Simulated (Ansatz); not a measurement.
## MgO (model structure, started from the BeO type, P4₂/mnm, No. 136, 8 atoms in the cell): bulk modulus by level of theory

No measured value is used here.

```tsv
level (code)	value (GPa)	cell (Å³/atom)
LDA (Ansatz)	116	11.97
PBEsol (Ansatz)	108	12.43
r²SCAN (Ansatz)	114	12.34
```

LDA, PBEsol, r²SCAN: the bulk modulus is −V dP/dV from two relaxed cells at ±2 % in volume. Each level is taken at its own relaxed cell. Cutoffs differ between the levels. Ansatz's density-functional and Hartree–Fock values are scalar-relativistic unless marked +SOC, with PAW data made under PBE.

A model structure was made by putting elements into a prototype or built by hand; it is no filed structure, need not be a known phase, and can be a saddle point held by its symmetry.

Ansatz is an electronic-structure program.
